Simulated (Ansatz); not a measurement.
System: CuPd (R-3m, No. 166, 2 atoms in the cell; start mp-1225701; a measured phase of this formula has another space group). Method: LDA (plane waves, PAW; Ansatz, a first-principles code).

The input as run:

Ansatz 0.2 input:
```yaml
crystal:
  lattice:
    - [1.3187637396, 0.7613886, 4.1305864402]
    - [-1.3187637396, 0.7613886, 4.1305864402]
    - [0.0, -1.5227772001, 4.1305864402]
  atoms:
    - { symbol: Cu, position: [0.0, 0.0, 0.0] }
    - { symbol: Pd, position: [0.5, 0.5, 0.5] }
basis:
  ecutwfc: 520
  ecutrho_ratio: 4
  xc_grid: 2
kpoints:
  mp_grid: { grid: [24, 24, 24] }
hamiltonian:
  xc: lda
  dispersion: none
  pseudopotentials: { kind: paw }
scf:
  occupations: { method: fermi_dirac, width: 0.05 }
output:
  forces: true
  stress: true
  eigenvalues: true
relax:
  f_tol: 0.004
  escape_saddle: false
  max_steps: 80
  cell: { stress_tol: 0.02, fix: [volume] }
```

From the output:

```
Relaxation: its limit of steps is 80 (relax.max_steps)
Crystal: 2 atoms, lattice volume = 24.885 Å³
Basis set: ecut = 520 eV, 669 PW (Γ), FFT grids on a1−a3, a2−a3, a3, exchange–correlation on 40×40×72 points (8 copies of the dense FFT grid, shifted against one another)
Bands: 23, of which v1, the nominal top of the filled ones, is band 19 counted from 1 (18 counted from 0)
Symmetry: 12 space group operations
Space group: R-3m (ITA 166), of the structure as read, at distance tolerance 2.9e-5 Å
k-points: 1313 of 13824
Functional: x = slater, c = lda
SCF iter   1: F=—  HF=-13400.483523 eV  |F-HF|=—  |Δ(HF+E_count)|=         —  Δρ=1.68e-2  dr2=7.41e-2
SCF iter   2: F=—  HF=-13400.475127 eV  |F-HF|=—  |Δ(HF+E_count)|=   8.40e-3  Δρ=1.12e-2  dr2=5.26e-2
  ...
SCF 1 converged in 7 iterations: F = -13400.467338 eV  dr2 = 2.43e-9
Crystal: 2 atoms, lattice volume = 24.885 Å³
Initial density: handed on by an earlier stage of this run
SCF 2 converged in 6 iterations: F = -13400.467340 eV  dr2 = 1.15e-13
Crystal: 2 atoms, lattice volume = 24.885 Å³
SCF 3 converged in 7 iterations: F = -13400.467340 eV  dr2 = 4.18e-16
Crystal: 2 atoms, lattice volume = 24.885 Å³
SCF iter  11: F=-13400.467340 eV  HF=-13400.467340 eV  |F-HF|=3.64e-12  |Δ(HF+E_count)|=  1.82e-12  Δρ=3.48e-11  dr2=1.55e-19
SCF iter  12: F=-13400.467340 eV  HF=-13400.467340 eV  |F-HF|=1.82e-12  |Δ(HF+E_count)|=  1.82e-12  Δρ=1.01e-11  dr2=1.61e-20
SCF 4 converged in 12 iterations: F = -13400.467340 eV  dr2 = 1.61e-20
SCF converged after 12 iterations
Free energy (F): -13400.467340 eV
Internal energy: -13400.460914 eV  (E = F + TS)
E sigma→0 (E₀):  -13400.464127 eV
Fermi energy:    19.613708 eV
--- Forces (eV/Å), atoms counted from 1 ---
  atom   1  Cu    -0.00000000     0.00000000     0.00000000
  atom   2  Pd    -0.00000000     0.00000000    -0.00000000
--- Stress (GPa, compression-positive) ---
        4.402712       0.000000      -0.000000
        0.000000       4.402712      -0.000000
        0.000000      -0.000000       4.403037
  P = ⅓ Tr σ = 4.4028 GPa (44.028 kbar)
```

The cell is one volume of an energy–volume scan, off the minimum.

The PAW data were made under PBE.

Note: the run has no spin polarisation, so it can have missed a magnetic state. Note: the relaxation could not lower the start's symmetry, so the cell can be a saddle point above a distorted one.

Computing time: roughly 2.9 core-minutes.

A start named mp-… is a Materials Project structure, which need not be a measured phase.
